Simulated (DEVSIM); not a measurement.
System: Al/SiO2/p-Si capacitor, at 400 K.

Layer 1 from the left is SiO2, thickness (nm) 2.10. Layer 2 from the left is Si, thickness (nm) 10000, Na (cm⁻³) 3e15.

Metal gate on the left, work function 4.1 eV. Fixed charge at the semiconductor interface 0 cm⁻² (in units of +e); no interface traps.

Constants are typed, rounded textbook-type inputs, not results; the design itself was drawn at random and stands for no fabricated device. Values at 300 K; Nc and Nv go as T^1.5, mobilities as T to minus their exponent, the gap by Varshni's rule with the affinity fixed.

SiO2: gap (eV) 9, affinity (eV) 0.9, permittivity 3.9. Si: gap (eV) 1.124, affinity (eV) 4.05, permittivity 11.7, Nc (cm⁻³) 2.86e19, Nv (cm⁻³) 3.1e19, Varshni α (eV/K) 0.000473, Varshni β (K) 636.

Task: Estimate by hand the flat-band voltage, the threshold voltage, and compare with a numerical solution.

Result: 
- Flat-band voltage: C = 1.64 μF/cm², work-function difference -0.713 V; VFB = φms − qNf/C = -0.71 V; numerical -0.71 V.
- Threshold voltage: φF = 0.216 V, depletion charge √(4εqNφF) = 2.07e-8 C/cm²; VT = VFB + 2φF + Qd/C = -0.27 V; numerical -0.27 V.

Simulated with DEVSIM: 1D Poisson equation in equilibrium, Boltzmann statistics, complete ionisation; no quantum confinement or tunnelling. Metal contacts follow the ideal Schottky-Mott rule: no Fermi-level pinning, no interface dipoles.
